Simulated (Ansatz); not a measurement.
The reference is HgTe in the zinc blende structure (space group F-43m, No. 216; a = 6.573 Å). Axes: x, y, z lie along the cube axes.

Method: r2SCAN (Ansatz, a program for electronic structure; PAW; 500 eV plane waves; scalar-relativistic without spin-orbit coupling).

Before the change:

```
Item                            Result
-----------------------------  -------
Pressure                       0.0 GPa
Band gap                          zero
Shortest interatomic distance  2.846 Å
```

Perturbation: uniaxial strain ε_zz = +1.00 %, all other strain components held at zero, atoms relaxed at fixed cell.

Problem. What does the calculation give for the energy relative to the base, pressure, band gap and shortest interatomic distance after the change?

Solution. The energy grows by 0.6 meV/atom; the pressure (mean of the normal stresses, compression positive) goes from zero to -0.4 GPa; the band gap stays zero; the shortest interatomic distance grows by 0.010 Å (2.846 Å → 2.856 Å).

Spin-orbit coupling, missing from the scalar runs, can matter with Hg and Te. Stability against distortions was not tested. All final runs are without spin polarisation. The zero or small gap of HgTe can change with the level of theory.
